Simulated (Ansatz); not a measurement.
Structure of amorphous Si20B10N30 (periodic cell):

```xyz
60
Lattice="9.3180 0.0391 0.1472 0.0391 8.8623 -0.1782 0.1472 -0.1782 9.1387" Properties=species:S:1:pos:R:3 pbc="T T T"
Si     6.9730     8.1086     0.7414
Si     8.1904     0.6813     5.5170
Si     5.4364     5.4435     1.0004
Si     5.7764     3.3650     7.3716
Si     0.7098     5.2678     6.2713
Si     5.0057     6.2887     3.9917
Si     2.7433     3.8519     7.3329
Si     7.1710     4.7763     4.9899
Si     0.2092     6.2696     1.9658
Si     6.5007     0.9842     3.5905
Si     9.1352     1.1874     9.1437
Si     3.3753     8.2037     4.2370
Si     7.7952     5.3523     8.2911
Si     2.3105     0.7291     7.6145
Si     3.0236     7.0085     6.2903
Si     6.4958     0.9819     7.9878
Si     4.8472     4.1207     4.8093
Si     2.3534     2.8510     0.5650
Si     4.1906     8.0402     9.0263
Si     4.3735     2.3687     3.3252
B      7.1374     3.4319     0.1568
B      7.6904     7.4638     3.5573
B      3.1436     0.9425     2.2830
B      9.0185     4.7803     3.9694
B      9.1802     3.7701     1.3464
B      0.3391     2.1792     6.4746
B      8.4729     7.8307     7.6668
B      2.6541     5.7157     0.5237
B      0.6271     7.2778     4.6128
B      3.1162     7.2548     1.7383
N      8.8074     8.1211     4.3938
N      3.8185     7.1012     3.0048
N      6.6944     6.4853     0.2707
N      3.9524     6.5037     0.4178
N      5.9388     3.7966     9.0705
N      2.6378     4.2667     9.0695
N      0.9400     3.4824     6.5719
N      0.6107     2.4425     0.8691
N      7.0036     8.4416     2.5182
N      3.4073     0.9299     3.7579
N      1.8989     7.8434     5.1606
N      3.0667     8.7077     1.2331
N      5.7181    -0.1077     9.1619
N      3.1495     8.1446     7.6186
N      4.3276     3.7226     6.4679
N      0.6726     1.0484     7.4087
N      7.0626     4.5255     6.8178
N      9.3391     4.5204     2.5883
N      0.4814     5.7667     4.5744
N      8.9406     6.3800     7.4360
N      3.3533     2.3459     1.8830
N      3.0646     2.1030     8.1265
N      7.5775     1.8811     9.0586
N      2.3622     5.5118     6.6912
N      7.5910    -0.0917     7.0102
N      1.8564     6.4024     1.4806
N      4.4528     7.3611     5.3721
N      8.6492     8.3543     9.1011
N      6.8207     6.3760     4.0847
N      8.2671     4.3419     0.3338
```

Calculation: PBE, scalar-relativistic without spin-orbit coupling (plane waves to 420 eV, PAW; Ansatz, a first-principles code). The usual formal charges leave 20 electrons over, so the level spacing at the Fermi energy parts defect or band states and needn't be the band gap.

The cell was made by melting and quenching with the CHGNet potential and then relaxed with DFT. N atoms were pushed apart under 1.9 Å during the dynamics, to hinder bonds among them. The hot cell started wider than the set density and was brought back towards it in steps. It is the lowest in DFT energy of 2 quenches. It is a model cell: composition and starting density were chosen by hand, and all elements were melted together. No dispersion term was used. Its density started from a set value of 2.40 and ended at 2.40 g/cm³. The quench (nominally 630 K/ps over its main leg) was far faster than any real one, so the model tends to hold more defects than a real film. Values belong to this one cell and scatter from quench to quench. The volume was held where the preparation left it and the shape relaxed, at a PBE pressure of -3.7 GPa (tension). Stress components on the final sampling reach 3.9 GPa. On a 2×2×2 Γ-centred mesh force components of up to 0.23 eV/Å stay, since the relaxation ran on the zone centre alone.

Cut-offs for bonds: Si-Si 2.60 Å, Si-B 2.28 Å, Si-N 2.14 Å, B-B 1.97 Å, B-N 1.90 Å, N-N 1.70 Å. Two cations that share two anions don't count as bonded, nor two that share one unless they lie closer than Si-Si 2.38 Å, Si-B 2.09 Å, B-B 1.80 Å.

Q: Give the coordination numbers, mean bond lengths and angles.

A: 
```yaml
Mean coordination of Si by anions: 3.10 (2 with 1, 4 with 2, 5 with 3, 8 with 4, 1 with 5); 13 close contacts or bonds to cations besides
Mean coordination of B by anions: 2.90 (2 with 2, 7 with 3, 1 with 4); 1 close contacts or bonds to cations besides
Mean coordination of N: 3.03 (29 with 3, 1 with 4)
Mean Si-N bond: 1.781 Å (spread 0.062 Å, 62 counted)
Mean B-N bond: 1.495 Å (spread 0.064 Å, 29 counted)
Mean Si-Si bond: 2.464 Å (spread 0.106 Å, 6 counted)
Bond angle at Si: mean 108.9°, spread 15.8°
Bond angle at B: mean 117.3°, spread 9.1°
Bond angle at N: mean 116.1°, spread 17.9°
```

Q: Which atoms depart from the most common coordination of their element?

A: Si2 has 3 (N55 1.79 Å, N31 1.80 Å, Si10 2.58 Å; B26 at 2.39 Å just beyond); Si3 has 3 (N33 1.79 Å, N35 1.85 Å, N34 1.91 Å); Si7 has 5 (N36 1.79 Å, N45 1.81 Å, N54 1.82 Å, N52 1.95 Å, N37 1.99 Å); Si9 has 2 (N56 1.72 Å, N48 1.86 Å); Si10 has 3 (N39 1.73 Å, Si20 2.55 Å, Si2 2.58 Å); Si14 has 3 (N52 1.65 Å, N44 1.66 Å, N46 1.68 Å); B26 has 2 (N37 1.44 Å, N46 1.50 Å; Si2 at 2.39 Å just beyond); B30 has 4 (N32 1.46 Å, N42 1.54 Å, N56 1.54 Å, N34 1.73 Å); N34 has 4 (B28 1.52 Å, B30 1.73 Å, Si19 1.80 Å, Si3 1.91 Å).
